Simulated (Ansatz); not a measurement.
Take NaI in the zinc blende structure (space group F-43m, No. 216; a = 7.1634 Å; a hypothetical phase, not in the database extracts checked) as the base. Axes: x, y, z lie along the cube axes.

Computed with DFT with PBE, PAW potentials and a 420 eV plane-wave cutoff in Ansatz (a quantum-chemistry and plane-wave program), without spin-orbit coupling.

For the base:

- Band gap = 3.77 eV
- Valence-band top at Γ = 0.00, 0.00, 0.00 eV

One thing is altered: a pure shear with ε_yz = ε_zy = -0.0070, atoms relaxed at fixed cell.

**Question.** What happens to the band gap?

**Answer.** The band gap drops by 0.02 eV to 3.75 eV.

**Question.** Estimate the effect on the valence-band top at Γ.

**Answer.** The valence-band top at Γ (three highest levels, from the VBM) becomes 0.00, -0.02, -0.04 eV (base: 0.00, 0.00, 0.00 eV).

**Question.** Estimate the effect on the stress.

**Answer.** The stress (xx, yy, zz, yz, xz, xy; compression positive) amounts to (0.00, 0.00, 0.00, 0.05, 0.00, 0.00) GPa.

With I present, leaving out spin-orbit coupling can change the band edges. The cells carry an imposed strain or load. No phonon test of stability was made.
